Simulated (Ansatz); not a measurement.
# Pd under a change: biaxial strain −1.67 %, plane normal [111], relaxed out of plane

Base system: Pd in the fcc (Cu type) structure (space group Fm-3m, No. 225; a = 3.910 Å; relaxed with 0.1 eV smearing). Axes: x, y, z lie along the cube axes.

The change: biaxial strain −1.67 %, plane normal [111], relaxed out of plane (Cartesian); in-plane vectors clamped, the third vector and the atoms free.

Method: r2SCAN, PAW, 500 eV (Ansatz, a first-principles code; scalar-relativistic without spin-orbit coupling). k-mesh 29×29×29 (Γ-centred); smearing 0.1 eV (Fermi–Dirac).

* **Volume per atom**: 14.69 Å³ (base 14.95 Å³)
* **Energy relative to the base (free energy F)**: +8.1 meV/atom
* **Band gap**: zero (base zero)
* **Out-of-plane strain**: +1.63 %
* **Ratio −ε⊥/ε∥**: 0.98
* **Mean in-plane stress (compression positive)**: +5.4 GPa

Whether these cells are dynamically stable was not tested. All final runs are without spin polarisation. Pd has a high density of states at the Fermi level and may be magnetic at this level.
